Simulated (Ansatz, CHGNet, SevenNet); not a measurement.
**MoP (P-6m2, No. 187, 2 atoms in the cell; start COD 1539074): c axis length by level of theory**

No measured value is used here.

```tsv
level (code)	value (Å)
CHGNet 0.3.0	3.206
SevenNet-0	3.194
SevenNet-l3i5	3.195
LDA (Ansatz)	3.157
PBE (Ansatz)	3.196
PBEsol (Ansatz)	3.174
```

CHGNet 0.3.0, SevenNet-0, SevenNet-l3i5, LDA, PBE, PBEsol: the relaxation could not lower the start's symmetry, so the cell can be a saddle point above a distorted one. Ansatz's density-functional and Hartree–Fock values are scalar-relativistic unless marked +SOC, with PAW data made under PBE.

Machine-learned potentials (CHGNet 0.3.0, SevenNet-0, SevenNet-l3i5) are trained on DFT data: a solid inside that data is no test of them.

Ansatz is an electronic-structure program.
